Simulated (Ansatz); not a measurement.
ZnS, pressure series

The reference is ZnS in the wurtzite structure (space group P6_3mc, No. 186; a = 3.782 Å, c = 6.208 Å).

Cell and atoms are relaxed at each pressure.

Method: PBEsol/PAW in Ansatz (a first-principles code), no spin-orbit coupling, earlier PAW set.

Notes on the quantities. enthalpy: H = E + PV relative to the base's energy.

| change | enthalpy | lattice parameter a | width of the top valence band |
|---|---|---|---|
| base | – | 3.782 Å | 2.23 eV |
| pressure −2 GPa | -0.24 eV/atom | 3.817 Å | 2.14 eV |
| pressure −1 GPa | -0.12 eV/atom | 3.799 Å | 2.19 eV |
| pressure 1.8 GPa | +0.21 eV/atom | 3.754 Å | 2.31 eV |
| pressure 4.2 GPa | +0.49 eV/atom | 3.720 Å | 2.41 eV |
| pressure 9 GPa | +1.03 eV/atom | 3.661 Å | 2.58 eV |
| pressure 18 GPa | +1.98 eV/atom | 3.573 Å | 2.86 eV |
| pressure 30 GPa | +3.16 eV/atom | 3.479 Å | 3.18 eV |
| pressure 45 GPa | +4.54 eV/atom | 3.379 Å | 3.57 eV |
| pressure 60 GPa | +5.84 eV/atom | 3.281 Å | 4.01 eV |

The levels and masses belong to the bands next to the band gap. Load acts through the strain it causes; cell and atoms are relaxed under it. Whether these cells are dynamically stable was not tested. Tetrahedral semiconductors of this kind turn to denser phases somewhere between about 1 and 50 GPa; those were not computed, so compressed cells here can lie past the real transition.
